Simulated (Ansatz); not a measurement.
# What uniaxial strain ε_zz = +1.20 % does to TiO2

Take TiO2 in the anatase structure (space group I4_1/amd, No. 141; a = 3.7988 Å, c = 9.7007 Å) as the base. Axes: x, y, z lie along a, b, c of the conventional cell.

One thing is altered: the cell is stretched by 1.20 % along z with no lateral relaxation; the atoms relax in the strained cell.

Level of theory: PBE in Ansatz (plane waves to 420 eV, PAW, no spin-orbit coupling). Γ-centred 12×12×12 mesh, Fermi–Dirac width 0.05 eV.

```json
[
 {"quantity": "volume per atom", "base": "11.67 Å³", "changed": "11.81 Å³", "shift": "+0.14 Å³"},
 {"quantity": "space group", "base": "I4_1/amd (No. 141)", "changed": "I4_1/amd (No. 141)", "shift": "–"},
 {"quantity": "shortest interatomic distance", "base": "194.6 pm", "changed": "195.0 pm", "shift": "+0.4 pm"},
 {"quantity": "energy relative to the base (free energy F)", "base": "0 meV/atom", "changed": "+1.0 meV/atom", "shift": "+1.0 meV/atom"},
 {"quantity": "pressure (mean of the normal stresses, compression positive)", "base": "0.00 GPa", "changed": "-1.85 GPa", "shift": "-1.85 GPa"},
 {"quantity": "band gap", "base": "2.13 eV", "changed": "2.15 eV", "shift": "+0.029 eV"},
 {"quantity": "gap character", "base": "indirect, Γ–X (87 % along) → Γ", "changed": "indirect, Γ–X (87 % along) → Γ", "shift": "–"},
 {"quantity": "width of the top valence band", "base": "0.84 eV", "changed": "0.79 eV", "shift": "-0.05 eV"},
 {"quantity": "stress (xx, yy, zz, yz, xz, xy; compression positive)", "base": "–", "changed": "(-1.67, -1.67, -2.22, 0.00, 0.00, 0.00) GPa", "shift": "–"}
]
```

Final structure:

```xyz
6
Lattice="-1.8994 1.8994 4.9086 1.8994 -1.8994 4.9086 1.8994 1.8994 -4.9086" Properties=species:S:1:pos:R:3 pbc="T T T"
Ti     0.0000     1.8994     2.4543
Ti     0.0000     0.0000     0.0000
O      0.0000     1.8994     0.4411
O      0.0000     0.0000     7.8039
O      0.0000     0.0000     2.0132
O      0.0000     1.8994     4.4675
```

Whether these cells are dynamically stable was not tested. All final runs are without spin polarisation.

Ansatz is an electronic-structure program.
